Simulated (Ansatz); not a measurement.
The parent structure is MoTe2 (space group Fm-3m, No. 225; a = 6.6394 Å; a hypothetical phase, not in the database extracts checked).

Computed with Ansatz (a first-principles code), r2SCAN, PAW, cutoff 500 eV, no spin-orbit coupling.

Before the change:

| Item | Value |
|---|---|
| Lattice parameter a | 6.639 Å |

Perturbation: every Mo is replaced by Se; the structure is relaxed again.

Task: What does the calculation give for the lattice parameter a after the change?

Result: The lattice parameter a rises by 0.4854 Å, from 6.639 Å to 7.125 Å.

Stability against distortions was not tested. As relaxed here, Te2Se is a hypothetical phase, not in the database extracts checked. All final runs are without spin polarisation. MoTe2 has a high density of states at the Fermi level and may be magnetic at this level.
